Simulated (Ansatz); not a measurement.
Start from CdSe in the wurtzite structure (space group P6_3mc, No. 186; a = 4.383 Å, c = 7.154 Å). Axes: x lies along a and z along c of the hexagonal cell.

Method: PBE (Ansatz, a quantum-chemistry and plane-wave program, PAW, without spin-orbit coupling).

Base values:

```
Item                             Value
-----------------------------  -------
Band gap                       0.54 eV
Width of the top valence band  1.56 eV
```

Modification: uniaxial stress, 2 GPa compression along z; all other stress components relax to zero.

Question: How does this affect the mean lateral Poisson ratio, band gap, electron mass and width of the top valence band?

Answer: The mean lateral Poisson ratio amounts to 0.31; the band gap shrinks by 0.02 eV to 0.52 eV; the electron mass comes out as 0.054 mₑ along z, 0.063 mₑ across (at Γ); the width of the top valence band goes up by 0.085 eV, from 1.56 eV to 1.64 eV.

Load acts through the strain it causes; cell and atoms are relaxed under it. Masses are band curvatures over ±0.01 Å⁻¹ around the edge. Beyond what the load breaks, stability against distortions was not tested.
